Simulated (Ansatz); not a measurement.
The starting structures come from a database of crystals and need not be the phases stable at ambient conditions.

Given:

```
CELL_PARAMETERS angstrom
      6.60235     0.00000     0.00000
      2.11598     6.25409     0.00000
      2.24319    -3.12705     3.84841
ATOMIC_POSITIONS crystal
  Zn 0.25000 0.25000 0.50000
  Zn 0.00000 0.00000 0.00000
  Ge 0.75000 0.75000 0.50000
  Ge 0.50000 0.50000 0.00000
  P  0.87044 0.37956 0.00456
  P  0.62500 0.12500 0.50456
  P  0.37956 0.87044 0.99544
  P  0.12500 0.62500 0.49544
```

Space group of this cell: I-42d, chalcopyrite. The cell is taken as given; by PBEsol its mean pressure is -0.6 GPa.

Transport runs along the normal of the first two printed cell vectors, the (110) plane of the conventional cell.

No gap correction and no spin-orbit coupling; mid-gap values are interpolated between computed energies.

Question: Give the band gap and the smallest decay constant κ at mid-gap that PBEsol in Ansatz (an electronic-structure program) yields.

Answer: Gap 1.18 eV on a 8×8×8 mesh; κ = 0.090 1/Å, at the zone centre.
